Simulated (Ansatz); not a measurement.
Ta2O5 (within 0.1 Å of Cmmm, No. 65, 7 atoms in the cell; start mp-1238961), treated with LDA (plane waves, PAW; Ansatz, a first-principles code).

Run with plane-wave cutoff 520 eV, 10×10×6 k mesh (along the axes of the cell as run), Fermi–Dirac smearing 0.01 eV, scalar-relativistic PAW data made under PBE.

Cell (relaxed with PBEsol):

Space group Cmmm (No. 65); a = 3.8395 Å, b = 13.0084 Å, c = 3.8600 Å, α = β = γ = 90.00°

```tsv
atom	site	symmetry	x	y	z
Ta	4i	m2m	0.0000	0.1460	0.0000
O	4j	m2m	0.5000	0.3506	0.5000
O	4i	m2m	0.0000	0.3149	0.0000
O	2a	mmm	0.0000	0.0000	0.0000
```
(The calculation used a cell of 7 atoms; values per cell refer to that cell.)

### Question
Estimate the band gap and smallest direct gap on the k points sampled that the calculation returns.

### Answer

band gap: 2.10 eV
smallest direct gap on the k points sampled: 2.73 eV

Note: cell and atoms aren't relaxed at this level (largest force component 0.06 eV/Å, pressure -4.7 GPa).

Spin–orbit coupling is not included.

Static lattice: no zero-point or thermal effects.

A start named mp-… is a Materials Project structure, which need not be a measured phase.
